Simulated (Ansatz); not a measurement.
A self-consistent single point of AlCr₂C (P3m1, 8 atoms in the cell) with Ansatz (a first-principles code).

Level of theory: PBEsol, default PAW files made with PBE (plane waves; Ansatz).

```
AlCr2C
1.0
    2.81663     0.00000     0.00000
   -1.40831     2.43927     0.00000
    0.00000     0.00000    12.56357
Al Cr C
2 4 2
Cartesian
  1.40831   0.81309   3.19089
  0.00000   1.62618   9.42267
  0.00000   1.62618   5.21313
  1.40831   0.81309   7.35044
  1.40831   0.81309  11.49491
  0.00000   1.62618   1.06866
  0.00000   0.00000   6.28178
  0.00000   0.00000   0.00000
```

Reference input (self-consistent single point, DFT, PBEsol, plane waves, default PAW files made with PBE): basis.ecutwfc = 420 eV; kpoints.mp_grid.grid = 13 13 3; hamiltonian.xc = pbesol; hamiltonian.pseudopotentials = {kind: paw} (the program's default PAW files); scf.occupations.method = gaussian; scf.occupations.width = 0.1 eV. This run's input differs from it in these lines:

Ansatz 0.2 input:
```diff
@@ -17,3 +17,3 @@
 kpoints:
-  mp_grid: { grid: [13, 13, 3] }
+  mp_grid: { grid: [21, 21, 5] }
 hamiltonian:
@@ -22,3 +22,3 @@
 scf:
-  occupations: { method: gaussian, width: 0.1 }
+  occupations: { method: gaussian, width: 0.02 }
 output:
```

The program printed (abridged):

```
SCF iter   1: F=—  HF=-14941.094825 eV  |F-HF|=—  |Δ(HF+E_count)|=         —  Δρ=1.44e-2  dr2=1.46e-1  ethr=1.77e-3  ⟨swp⟩=6.8  Hψ=35096  notcnv=0  defer=1
all-band conjugate gradients solve this SCF's bands
preconditioner: auto → Kerker (q_TF=auto, 2.635 Å⁻¹)
SCF iter   2: F=—  HF=-14941.070233 eV  |F-HF|=—  |Δ(HF+E_count)|=   2.46e-2  Δρ=5.26e-3  dr2=1.57e-2  ethr=2.08e-4  ⟨swp⟩=2.0  Hψ=14094  notcnv=0  defer=404
   [... lines left out ...]
SCF iter   6: F=—  HF=-14941.066958 eV  |F-HF|=—  |Δ(HF+E_count)|=   2.00e-5  Δρ=4.63e-5  dr2=9.99e-6  ethr=2.69e-8  ⟨swp⟩=2.0  Hψ=12199  notcnv=0  defer=404
SCF iter   7: F=—  HF=-14941.066958 eV  |F-HF|=—  |Δ(HF+E_count)|=   1.82e-7  Δρ=2.53e-5  dr2=1.35e-6  ethr=1.43e-8  ⟨swp⟩=1.0  Hψ=8970  notcnv=0  defer=404
SCF iter   8: F=—  HF=-14941.066958 eV  |F-HF|=—  |Δ(HF+E_count)|=   8.44e-8  Δρ=7.04e-6  dr2=2.11e-7  ethr=1.93e-9  ⟨swp⟩=2.0  Hψ=10940  notcnv=0  defer=404
SCF iter   9: F=-14941.066958 eV  HF=-14941.066958 eV  |F-HF|=1.56e-8  |Δ(HF+E_count)|=   3.10e-9  Δρ=2.86e-6  dr2=1.72e-8  ethr=1.43e-10  ⟨swp⟩=7.8  Hψ=29566  notcnv=0
SCF 1 converged in 9 iterations: F = -14941.066958 eV  dr2 = 1.72e-8
Free energy (F): -14941.066958 eV
Internal energy: -14941.065935 eV  (E = F + TS)
E sigma→0 (E₀):  -14941.066446 eV
Entropy (-TS):   -0.001023 eV (-0.128 meV/atom)
Fermi energy:    15.187690 eV
--- Forces (eV/Å), atoms counted from 1 ---
  atom   1  Al    -0.00000000    -0.00000000    -0.50777659
  atom   2  Al     0.00000000     0.00000000    -0.00292994
  atom   3  Cr     0.00000000     0.00000000     0.44186697
  atom   4  Cr    -0.00000000    -0.00000000    -0.21441373
  atom   5  Cr    -0.00000000    -0.00000000     0.23507302
  atom   6  Cr     0.00000000     0.00000000    -0.04393510
  atom   7  C      0.00000000     0.00000000     0.04715620
  atom   8  C      0.00000000    -0.00000000     0.04496090
--- Stress (GPa, compression-positive) ---
       -1.253797      -0.000000       0.000000
        0.000000      -1.253797       0.000000
        0.000000       0.000000      -0.034233
  P = ⅓ Tr σ = -0.8473 GPa (-8.473 kbar)
  The stress holds the Pulay correction. Without it, at fixed plane waves, as pw.x and ABINIT print it: P = -1.0614 GPa
```

The run converged in 9 iterations. Against the reference run the free energy rises by 1.4 meV/atom, the pressure hardly changes (-0.80 to -0.85 GPa) and the largest force moves little (0.502 to 0.508 eV/Å).

The starting cell comes from a database of computed structures (which also holds hypothetical and non-ambient phases and stackings), without a prior relaxation at this level. Its lattice was rescaled by up to half a per cent. One atom was moved a little off its site on purpose. Spin polarisation is off. Ansatz's pressure includes its estimate of the finite-basis (Pulay) stress.

Cost on one core of a shared machine: roughly 70 s.
